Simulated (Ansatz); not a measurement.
What biaxial strain −4.63 %, plane normal [001], relaxed out of plane does to CdSe

The reference is CdSe in the zinc blende structure (space group F-43m, No. 216; a = 6.133 Å). Axes: x, y, z lie along the cube axes.

Modification: compressive biaxial strain of 4.63 % in the plane normal to [001], as in epitaxy on a mismatched substrate; the out-of-plane cell vector and the atoms relax.

The values are results of Ansatz (a quantum-chemistry and plane-wave program) r2SCAN, no spin-orbit coupling, earlier PAW set, not measurements. Γ-centred 9×9×9 mesh, Fermi–Dirac width 0.05 eV.

| quantity | base | changed | shift |
|---|---|---|---|
| volume per atom | 28.84 Å³ | 27.91 Å³ | -0.93 Å³ |
| space group | F-43m (No. 216) | I-4m2 (No. 119) | – |
| energy relative to the base (free energy F) | 0 meV/atom | +18 meV/atom | +18 meV/atom |
| pressure (mean of the normal stresses, compression positive) | 0.01 GPa | 1.51 GPa | +1.50 GPa |
| band gap | 1.03 eV | 0.93 eV | -0.10 eV |
| gap character | direct at Γ | direct at Γ | – |
| electron mass | 0.093 mₑ (at Γ) | 0.10 mₑ out of plane, 0.088 mₑ in plane (at Γ) | – |
| valence-band top at Γ (three highest levels, from the VBM) | 0.00, 0.00, 0.00 eV | 0.00, 0.00, -0.43 eV | – |
| out-of-plane strain | – | +6.41 % | – |
| ratio −ε⊥/ε∥ | – | 1.39 | – |
| mean in-plane stress (compression positive) | – | +2.3 GPa | – |

Final structure (turned so that z lies along the plane normal):

```yaml
crystal:
  lattice:
    - [4.13611, 0.00000, 0.00000]
    - [0.00000, 4.13611, 0.00000]
    - [2.06806, -2.06806, 3.26339]
  atoms:
    - { symbol: Se, position: [0.25000, 0.25000, 0.50000] }
    - { symbol: Cd, position: [0.00000, 0.00000, 0.00000] }
```

Masses are band curvatures over ±0.01 Å⁻¹ around the edge. Whether these cells are dynamically stable was not tested. Labels are those of the standard path for the cell's own space group.
